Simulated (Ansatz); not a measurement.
# BeSe: pressure series

Start from BeSe in the zinc blende structure (space group F-43m, No. 216).

```xyz
2
Lattice="0.0000 2.5889 2.5889 2.5889 0.0000 2.5889 2.5889 2.5889 0.0000" Properties=species:S:1:pos:R:3 pbc="T T T"
Se     3.8833     3.8833     3.8833
Be     0.0000     0.0000     0.0000
```

Cell and atoms are relaxed at each pressure.

All numbers come from PBE in Ansatz (plane waves to 420 eV, PAW, without spin-orbit coupling).

```json
[
 {"pressure (GPa)": "-2", "volume per atom (Å³/atom)": "17.844"},
 {"pressure (GPa)": "-1", "volume per atom (Å³/atom)": "17.589"},
 {"pressure (GPa)": "0", "volume per atom (Å³/atom)": "17.352"},
 {"pressure (GPa)": "0.9", "volume per atom (Å³/atom)": "17.149"},
 {"pressure (GPa)": "2.1", "volume per atom (Å³/atom)": "16.897"},
 {"pressure (GPa)": "4.5", "volume per atom (Å³/atom)": "?"},
 {"pressure (GPa)": "9", "volume per atom (Å³/atom)": "15.716"},
 {"pressure (GPa)": "15", "volume per atom (Å³/atom)": "14.941"},
 {"pressure (GPa)": "30", "volume per atom (Å³/atom)": "13.546"}
]
```

Problem. Fit the third-order Birch–Murnaghan form P(V) = (3B₀/2)[(V₀/V)^(7/3) − (V₀/V)^(5/3)]·[1 + (3/4)(B₀′ − 4)((V₀/V)^(2/3) − 1)] (squares taken in P) to the rows shown and predict the withheld row.

Solution. Least squares on the printed values gives V₀ = 17.351 Å³/atom, B₀ = 75.2 GPa, B₀′ = 3.9; this predicts 16.440 Å³/atom, and the run gives 16.439 Å³/atom, in agreement.

Load acts through the strain it causes; cell and atoms are relaxed under it. Stability against distortions was not tested. No other phases were tried under pressure.

Ansatz is an electronic-structure program.
